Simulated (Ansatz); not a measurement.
Start from Na in the bcc (W type) structure (space group Im-3m, No. 229; relaxed with 0.1 eV smearing).

```xyz
1
Lattice="-2.0867 2.0867 2.0867 2.0867 -2.0867 2.0867 2.0867 2.0867 -2.0867" Properties=species:S:1:pos:R:3 pbc="T T T"
Na     0.0000     0.0000     0.0000
```

Cartesian axes are those of the cell as printed.

Computed with PBEsol (Ansatz, a first-principles code; PAW; 420 eV plane waves; without spin-orbit coupling).

It is then changed as follows: tensile biaxial strain of 1.00 % in the plane normal to [001], as in epitaxy on a mismatched substrate; the out-of-plane cell vector and the atoms relax.

Problem. Estimate the effect on the in-plane stress.

Solution. The mean in-plane stress (compression positive) amounts to 0.0 GPa.

Problem. Estimate the effect on the ratio −ε⊥/ε∥.

Solution. The ratio −ε⊥/ε∥ is 1.59.

Whether these cells are dynamically stable was not tested.
